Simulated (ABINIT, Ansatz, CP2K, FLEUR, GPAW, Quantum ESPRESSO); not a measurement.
LuGaAu (C2/m, 6 atoms in the cell) computed with different codes at matched settings

Self-consistent single point.

```
CELL_PARAMETERS angstrom
      5.12507    -2.20181     0.00000
      5.12507     2.20181     0.00000
     -4.56813     0.00000     5.19143
ATOMIC_POSITIONS crystal
  Lu 0.46353 0.46353 0.70337
  Lu 0.53647 0.53647 0.29663
  Ga 0.15764 0.15764 0.10714
  Ga 0.84236 0.84236 0.89286
  Au 0.82323 0.82323 0.28650
  Au 0.17677 0.17677 0.71350
```

All programs got the same cell, k-point mesh and kind of occupations (in Ansatz's words: kpoints.mp_grid.grid = 4 4 3; scf.occupations.method = fermi_dirac; scf.occupations.width = 0.0037 Ry); potentials, basis and cutoffs are each program's usual ones.

```
code                                                                                             model  pressure (GPa)  largest force (eV/Å)  k-points           cutoff
----------------  ------------------------------------------------------------------------------------  --------------  --------------------  --------  ---------------
ABINIT                                                              LDA (PW92), PAW (JTH v2.0 LDA PAW)           -5.11                 0.034        17            26 Ha
Quantum ESPRESSO                                        LDA (PZ), PSlibrary PAW (LDA) pseudopotentials           -6.02                 0.079        17            70 Ry
FLEUR                     LDA (Perdew-Zunger), all-electron FLAPW (FLEUR), scalar-relativistic valence               –                 0.054        17  Kmax 3.8 1/bohr
CP2K              LDA (Pade form), GPW, DZVP-MOLOPT-SR-GTH basis, GTH-PADE potentials (GTH_POTENTIALS)           -3.99                 0.142        26      grid 600 Ry
Ansatz                                                             LDA (PW92), PAW files made with PBE           -5.19                 0.053        17          default
GPAW                                     LDA (Perdew-Wang 92), GPAW PAW datasets LDA (gpaw-data 1.0.1)           -4.26                 0.052        17           850 eV
```

Size of the force on each atom (eV/Å): Sizes of forces hide their directions.

```csv
code,Lu1,Lu2,Ga3,Ga4,Au5,Au6
ABINIT,0.034,0.034,0.018,0.018,0.027,0.027
Quantum ESPRESSO,0.062,0.062,0.035,0.035,0.079,0.079
FLEUR,0.054,0.054,0.030,0.030,0.044,0.044
CP2K,0.041,0.041,0.142,0.142,0.080,0.080
Ansatz,0.053,0.053,0.023,0.023,0.043,0.043
GPAW,0.052,0.052,0.040,0.040,0.050,0.050
```

A dash marks a value that a program does not give, or that is left out as unsure.

The spread over the programs that give each value: pressure within 2.03 GPa; largest force within 0.108 eV/Å.

The starting cell comes from a database of computed structures (which also holds hypothetical and non-ambient phases and stackings), without a prior relaxation at this level. On Ansatz's run: Spin-orbit coupling is off. In the base run, with a pressure of about -5 GPa the cell is away from its equilibrium volume at this level. Without a gap this mesh is coarse (it stands for a supercell whose shortest vector is 18 Å).

### Question
Why do the programs differ, and what cannot be compared?

### Answer
Differences of this kind can come from the potentials, where these differ, and from what each basis and cutoff leave unconverged. The valence holds different numbers of electrons (ABINIT 98, Quantum ESPRESSO 70, FLEUR 110, CP2K 98, Ansatz (a program for electronic structure) 114, GPAW 78). The zero of total energies and Fermi levels follows the potentials and each program's conventions, so they are not compared here. CP2K uses small atom-centred bases, whose incompleteness enters pressures, forces and empty levels differently from a plane-wave cutoff. FLEUR treats all electrons, but the usual bases taken here (sphere radii, linearisation, local orbitals, empty states) were not tested for convergence, so the values are no reference for the others. Ansatz's pressure is given at a fixed set of plane waves, as the other plane-wave codes print theirs; with its correction for the finite basis it is -5.15 GPa. Ansatz's smearing width was typed in Ry to four decimals, so it matches the others to a few per cent. The same LDA comes in different parametrisations, which differ slightly. The programs reduce the same mesh by symmetry to different extents, which changes the work and not the result. In the pressure, CP2K (by 1.17) lies more than 1 GPa from the median of the plane-wave programs. In the force vectors, CP2K (by 0.134) lies more than 0.08 eV/Å from the median of the plane-wave programs.

The shared mesh is coarse (it stands for a supercell whose shortest vector is 18 Å), so the values are not converged in it.

Left out of this page: Elk (not drawn, or without a comparable value).

Keys are those of Ansatz 0.2.
